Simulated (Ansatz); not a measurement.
Structures of equal composition on the (0001) surface of hcp Ti: a layer of Nb in place of the second plane; a layer of Nb in place of the third plane. The slabs share one bottom face, and each structure is named by its start. These are constructed structures in small cells; real faces may alloy, dewet or reconstruct in larger ones, and not all known structures of the face are among them. Slabs of about 12 Å with all that they carry, Fermi-Dirac smearing of 0.1 eV. Bottom of the slabs: a bare face, its two planes held. Relaxed from the named starts with such symmetry as they have, on meshes of like density; energies extrapolated to zero smearing; no spin-orbit coupling, no U. Spin-polarised runs, if any, are marked in brackets, and their order is one that fits the cell; the others ran without spin.

All values below come from PBE (plane waves to 420 eV, PAW; Ansatz, a program for electronic structure).

### Question
Put the candidates in order of energy per 1x1 cell, lowest first, for PBE.

### Answer
a layer of Nb in place of the third plane (0.000 eV), a layer of Nb in place of the second plane (0.055 eV)
